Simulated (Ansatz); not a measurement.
Defect migration in bcc W: Si-vacancy pair (Si on one host W site, one W site vacant), neutral cell. The step: direct exchange of Si with the vacancy (Si-vacancy distance between ideal sites 2.76 Å throughout); the atom moves 2.39 Å along (0.43, 0.43, 0.43) of the unit cell; the moving atom starts with neighbours 3 W at 2.72, 3 W at 2.81, W at 2.90, 3 W at 3.04, 2 W at 3.28, W at 3.33 Å and ends with 3 W at 2.72, 3 W at 2.81, W at 2.90, 3 W at 3.04, 2 W at 3.28, W at 3.33 Å. DFT values are from Ansatz (plane-wave PAW, 420 eV unless said) in a cell of 36 host sites, spin-restricted, static, with no finite-size correction. Forms of the defect that were not tried may lie lower. For the PBE band: the saddle point's order was not checked, and it lies on a symmetry element of the cell, where a band can be held.

```csv
Level,Forward barrier (eV),Cost of the band or of the saddle's single point
"CHGNet universal potential (has no charge state), its own band",0.32,-
"PBE, a 2×2×3 k-point mesh shifted by half a step, band relaxed",0.31,roughly 50 core-minutes
"PBE, a 3×3×5 k-point mesh shifted by half a step, same geometries",0.29,around 6 core-minutes (rough)
"r2SCAN at 500 eV, a 2×2×3 k-point mesh shifted by half a step, same geometries",(withheld),roughly 4 core-minutes
```

### Question
Some entries are withheld; supply them.

### Answer

- r2SCAN at 500 eV, a 2×2×3 k-point mesh shifted by half a step, same geometries, Forward barrier (eV): 0.36

Ansatz is an electronic-structure program.
